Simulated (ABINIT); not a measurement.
A self-consistent single point of LaCO (P1, 6 atoms in the cell) with ABINIT.

Computed with LDA (PW92), PAW (JTH v2.0 LDA PAW) (plane waves; ABINIT 10.0.3).

The change in words: lattice scaled by 0.98. Reference geometry:
```xyz
6
Lattice="3.5456 -2.0056 0.0000 3.5456 2.0056 0.0000 -0.6803 0.0000 7.3358" Properties=species:S:1:pos:R:3 pbc="T T T"
La     1.9863     0.0336     2.1032
La     4.3942    -0.0178     5.1375
C     -0.3287     0.1369     6.8241
C      6.7675    -0.0593     0.5656
O      4.4325    -0.1098     2.7536
O      1.9810     0.0163     4.6233
```

Reference input (self-consistent single point, DFT, LDA (PW92), plane waves, PAW (JTH v2.0 LDA PAW)): pseudos = [La.LDA_PW-JTH.xml, C.LDA_PW-JTH.xml, O.LDA_PW-JTH.xml]; ecut = 26 Ha; pawecutdg = 52 Ha; pawxcdev = 0; occopt = 1; ngkpt = 6 6 3; nshiftk = 1; shiftk = 0 0 0; potentials = JTH v2.0 LDA PAW; nband = 25; kptopt = 1; nstep = 100. This run's input differs from it in these lines:

```diff
@@ -5,5 +5,5 @@
 rprim
-         6.7001562557   -3.7899874724    0.0000000000
-         6.7001562557    3.7899874724    0.0000000000
-        -1.2855107627    0.0000000000   13.8626453461
+         6.5661538865   -3.7141867781    0.0000000000
+         6.5661538865    3.7141867781    0.0000000000
+        -1.2598010388    0.0000000000   13.5853922880
 natom 6
```

Log, with long lists cut:

```
--- !BeginCycle
solver: {iscf: 17, nstep: 100, nline: 4, wfoptalg: 10, }
tolerances: {tolvrs: 1.00E-10, }
...

     iter   Etot(hartree)      deltaE(h)  residm     nres2
 ETOT  1  -107.71202264831    -1.077E+02 4.849E-01 3.407E+01
 ETOT  2  -108.47441296655    -7.624E-01 2.900E-02 1.009E+01
 ETOT  3  -108.45405324281     2.036E-02 9.349E-03 1.168E+01
 ETOT  4  -108.43872155247     1.533E-02 3.493E-03 1.672E+00
 ETOT  5  -108.43860266493     1.189E-04 9.839E-04 3.288E-01
   [... 15 lines left out ...]
 ETOT 21  -108.43797367755    -1.511E-11 3.171E-05 4.510E-09
 ETOT 22  -108.43797367754     1.083E-11 3.613E-05 1.360E-09
 ETOT 23  -108.43797367754    -2.061E-12 3.324E-05 1.162E-09
 ETOT 24  -108.43797367754     2.373E-12 3.854E-05 9.965E-12
 At SCF step   24       nres2   =  9.97E-12 < tolvrs=  1.00E-10 =>converged.

 Cartesian components of stress tensor (hartree/bohr^3)
  sigma(1 1)= -1.39704341E-05  sigma(3 2)=  1.37593753E-05
  sigma(2 2)= -1.44159067E-04  sigma(3 1)=  1.16171094E-05
  sigma(3 3)= -9.02599567E-06  sigma(2 1)=  3.41467913E-05

 ----iterations are completed or convergence reached----

 reduced coordinates (array xred) for    6 atoms
       0.299231000000      0.316006000000      0.286707000000
       0.691286000000      0.682418000000      0.700335000000
       0.008747000000      0.077011000000      0.930240000000
       0.976525000000      0.946977000000      0.077107000000
       0.688456000000      0.633705000000      0.375368000000
       0.335755000000      0.343883000000      0.630242000000
 cartesian forces (eV/Angstrom) at end:
   [... lines left out ...]
 Fermi (or HOMO) energy (eV) =   2.08311   Average Vxc (eV)= -10.80364
   [... lines left out ...]
local_psp           : -6.76146826583005E+01
total_energy        : -1.08437974114093E+02
total_energy_eV     : -2.95074733861933E+03
...

-Cartesian components of stress tensor (GPa)         [Pressure=  1.6393E+00 GPa]
- sigma(1 1)= -4.11024292E-01  sigma(3 2)=  4.04814730E-01
- sigma(2 2)= -4.24130546E+00  sigma(3 1)=  3.41787102E-01
- sigma(3 3)= -2.65553916E-01  sigma(2 1)=  1.00463311E+00

 Calculation completed.
```

The run converged in 24 iterations. Against the reference run the free energy goes down by 13.9 meV/atom, the pressure goes from -6.06 to 1.64 GPa, the largest force goes from 2.324 to 1.249 eV/Å and the gap on the mesh goes from 2.712 to 2.698 eV.

The starting cell comes from a database of computed structures (which also holds hypothetical and non-ambient phases and stackings), without a prior relaxation at this level. Its atoms were displaced at random from the sites of space group no. 12. For this run, on top of that: lattice scaled by 0.98. Forces in this geometry exceed 1 eV/Å.

Cost on one core of a shared machine: roughly 9 min.
